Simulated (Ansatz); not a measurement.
An Ansatz (a quantum-chemistry and plane-wave program) input (Ansatz r2SCAN, no SOC):

Ansatz 0.2 input:
```yaml
crystal:
  lattice:
    - [6.2134474608, 0, 0]
    - [-3.1067237304, 5.3810033461, 0]
    - [0, 0, 3.6895649629]
  atoms:
    - { symbol: Rb, position: [0, 0, 0] }
    - { symbol: Li, position: [0.3333333333, 0.6666666667, 0.6153732508] }
    - { symbol: Li, position: [0.6666666667, 0.3333333333, 0.3846267492] }
basis: { ecutwfc: 500, ecutrho_ratio: 4, xc_grid: 4, fft_grid_basis: typed }
kpoints: { mp_grid: { grid: [9, 9, 13] } }
hamiltonian:
  xc: r2scan
  dispersion: none
  pseudopotentials: { kind: paw }
scf: { occupations: { method: fermi_dirac, width: 0.05 }, convergence: { dr2_threshold: 0.0000000003 } }
output: { forces: true, stress: true }
checkpoint: { write: state.ck, write_every: 1000 }
```

Q: Which symmetry and how many k-points will the program report, and about how many plane waves at Γ?

A: Space group P-3m1 (ITA 164) with 12 operations, k-points 126 of 1053, and 3157 plane waves at Γ.

Each cell is one ordered arrangement of few atoms, which overstates ordering effects compared with a random alloy. No phonon test of stability was made. The cell was made from Li by this change: x(Rb) = 0.333, 3 atoms, P-3m1.
